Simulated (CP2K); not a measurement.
# Input and output of a self-consistent single point for RbCl (Fm-3m, 2 atoms in the cell) (CP2K)

Level of theory: PBE, GPW, DZVP-MOLOPT-PBE-GTH basis, GTH-PBE potentials (POTENTIAL_UZH) (CP2K).

This input was run:

```
&GLOBAL
  PROJECT scf
  RUN_TYPE ENERGY_FORCE
  PRINT_LEVEL MEDIUM
&END GLOBAL
&FORCE_EVAL
  METHOD Quickstep
  STRESS_TENSOR ANALYTICAL
  &DFT
    BASIS_SET_FILE_NAME BASIS_MOLOPT_UZH
    POTENTIAL_FILE_NAME POTENTIAL_UZH
    &QS
      METHOD GPW
      EPS_DEFAULT 1E-10
    &END QS
    &MGRID
      CUTOFF 500
      REL_CUTOFF 40
      NGRIDS 5
    &END MGRID
    &SCF
      SCF_GUESS ATOMIC
      EPS_SCF 1E-6
      MAX_SCF 100
      ADDED_MOS 4
      &DIAGONALIZATION
        ALGORITHM STANDARD
      &END DIAGONALIZATION
      &MIXING
        METHOD BROYDEN_MIXING
        ALPHA 0.4
        NBUFFER 12
        BETA 1.5
      &END MIXING
      &SMEAR ON
        METHOD FERMI_DIRAC
        ELECTRONIC_TEMPERATURE [K] 580.23
      &END SMEAR
    &END SCF
    &KPOINTS
      SCHEME MONKHORST-PACK 9 9 9
    &END KPOINTS
    &XC
      &XC_FUNCTIONAL PBE
      &END XC_FUNCTIONAL
    &END XC
    &PRINT
      &MO
        EIGENVALUES T
        OCCUPATION_NUMBERS T
        NDIGITS 8
        FILENAME mo
        &EACH
          QS_SCF 0
        &END EACH
        ADD_LAST NUMERIC
      &END MO
      &MULLIKEN ON
      &END MULLIKEN
    &END PRINT
  &END DFT
  &SUBSYS
    &CELL
      ABC 4.65276300 4.65276279 4.65276269
      ALPHA_BETA_GAMMA 60.00000302 60.00000489 60.00000560
      PERIODIC XYZ
    &END CELL
    &COORD
      SCALED
      Rb       0.00000000     0.00000000     0.00000000
      Cl       0.50000000     0.50000000     0.50000000
    &END COORD
    &KIND Rb
      BASIS_SET DZVP-MOLOPT-PBE-GTH-q9
      POTENTIAL GTH-PBE-q9
    &END KIND
    &KIND Cl
      BASIS_SET DZVP-MOLOPT-PBE-GTH-q7
      POTENTIAL GTH-PBE-q7
    &END KIND
  &END SUBSYS
  &PRINT
    &FORCES ON
    &END FORCES
    &STRESS_TENSOR ON
    &END STRESS_TENSOR
  &END PRINT
&END FORCE_EVAL
```

Output, abridged:

```
 GLOBAL| Method name                                                        CP2K
 GLOBAL| Project name                                                        scf
 GLOBAL| Run type                                                   ENERGY_FORCE

 CELL| Volume [angstrom^3]:                                            71.222595
 CELL| Vector a [angstrom]:       4.653     0.000     0.000   |a| =     4.652763
 CELL| Vector b [angstrom]:       2.326     4.029     0.000   |b| =     4.652763
 CELL| Vector c [angstrom]:       2.326     1.343     3.799   |c| =     4.652763
 CELL| Angle (b,c), alpha [degree]:                                    60.000003
 CELL| Angle (a,c), beta  [degree]:                                    60.000005
 CELL| Angle (a,b), gamma [degree]:                                    60.000006
 CELL| Numerically orthorhombic:                                              NO
 CELL| Periodicity                                                           XYZ

 DFT| Spin restricted Kohn-Sham (RKS) calculation                            RKS
 DFT| Multiplicity                                                             1
 DFT| Number of spin states                                                    1
 DFT| Charge                                                                   0
 DFT| XC density smoothing                                                  NONE
 DFT| XC derivatives                                                          PW

 QS| Method:                                                                 GPW
 QS| Density plane wave grid type                        NON-SPHERICAL FULLSPACE
 QS| Number of grid levels:                                                    5
 QS| Density cutoff [a.u.]:                                                250.0
 QS| Multi grid cutoff [a.u.]: 1) grid level                               250.0
   [... lines left out ...]
 BRILLOUIN| Wavefunction type                                            COMPLEX
 BRILLOUIN| List of Kpoints [2 Pi/Bohr]                                      365
 BRILLOUIN| Number           Weight            X              Y              Z
 BRILLOUIN|     1           0.00274       -0.44444       -0.44444       -0.44444
 BRILLOUIN|     2           0.00274       -0.44444       -0.44444       -0.33333
 BRILLOUIN|     3           0.00274       -0.44444       -0.44444       -0.22222
   [... 362 lines left out ...]
 *******************************************************************************

 Extrapolation method: initial_guess

 Re-scaling the density matrix to get the right number of electrons
                  # Electrons              Trace(P)               Scaling factor
                           16                16.000                        1.000

 Number of electrons:                                                         16
 Number of occupied orbitals:                                                  8
 Number of molecular orbitals:                                                12

 Number of orbital functions:                                                 27
 Number of independent orbital functions:                                     27
 SCF WAVEFUNCTION OPTIMIZATION

  Step     Update method      Time    Convergence         Total energy    Change
     1 NoMix/Diag. 0.40E+00      -     0.60303865       -39.1582263324 -3.92E+01
     2 Broy./Diag. 0.40E+00      -     0.03403470       -38.5928031351  5.65E-01
     3 Broy./Diag. 0.40E+00      -     0.10291019       -38.9489324018 -3.56E-01
     4 Broy./Diag. 0.40E+00      -     0.01129782       -39.1922886344 -2.43E-01
     5 Broy./Diag. 0.40E+00      -     0.01467509       -39.1714267484  2.09E-02
     6 Broy./Diag. 0.40E+00      -     0.00317843       -39.1838414709 -1.24E-02
     7 Broy./Diag. 0.40E+00      -     0.00117891       -39.1747011461  9.14E-03
   [... 3 lines left out ...]
    11 Broy./Diag. 0.40E+00      -     0.00000478       -39.1774252722  4.92E-05
    12 Broy./Diag. 0.40E+00      -     0.00000836       -39.1774199162  5.36E-06
    13 Broy./Diag. 0.40E+00      -     0.00000467       -39.1774279001 -7.98E-06
    14 Broy./Diag. 0.40E+00      -     0.00000117       -39.1774344503 -6.55E-06
    15 Broy./Diag. 0.40E+00      -     0.00000032       -39.1774360200 -1.57E-06
  *** SCF run converged in    15 steps ***

  Electronic density on regular grids:        -16.0000000000        0.0000000000
  Core density on regular grids:               15.9999999984       -0.0000000016
  Total charge density on r-space grids:       -0.0000000016
  Total charge density g-space grids:          -0.0000000016

  Overlap energy of the core charge distribution:               0.00000000000000
  Self energy of the core charge distribution:                -80.70061930450575
  Core Hamiltonian energy:                                     18.27495265279068
  Hartree energy:                                              29.97396054644008
  Exchange-correlation energy:                                 -6.72572991476528
  Electronic entropic energy:                                  -0.00000000000014
  Fermi energy:                                                 0.04437836937230

  Total energy:                                               -39.17743602004040
  Total energy (extrapolated to T->0):                        -39.17743602004033

                     Mulliken Population Analysis

 #  Atom  Element  Kind  Atomic population                           Net charge
       1     Rb       1          8.304822                              0.695178
       2     Cl       2          7.695178                             -0.695178
 # Total charge                             16.000000                  0.000000

 ENERGY| Total FORCE_EVAL ( QS ) energy [hartree]            -39.177436500910360

 FORCES| Atomic forces [hartree/bohr]
 FORCES|   Atom     x               y               z               |f|
 FORCES|      1  3.48571411E-15  1.22122021E-15  4.35998653E-15   5.71411097E-15
 FORCES|      2 -3.98124789E-14  6.53665152E-15  1.67158186E-14   4.36712706E-14
 FORCES| Sum    -3.63267647E-14  7.75787172E-15  2.10758051E-14
 FORCES| Total atomic force                                       4.27084063E-14

 STRESS| Analytical stress tensor [bar]
 STRESS|                        x                   y                   z
 STRESS|      x        1.17700783862E+04   3.40801699014E-02   2.40997156299E-02
 STRESS|      y        3.40801699014E-02   1.17701222143E+04   4.54642970747E-02
 STRESS|      z        2.40997156299E-02   4.54642970747E-02   1.17670649103E+04
 STRESS| 1/3 Trace                                             1.17690885036E+04
```

The run converged in 15 iterations.

The starting cell has typed, rounded lattice constants, without a prior relaxation at this level. Values carry the incompleteness of an atom-centred basis.

Cost on one core of a shared machine: roughly 70 s.
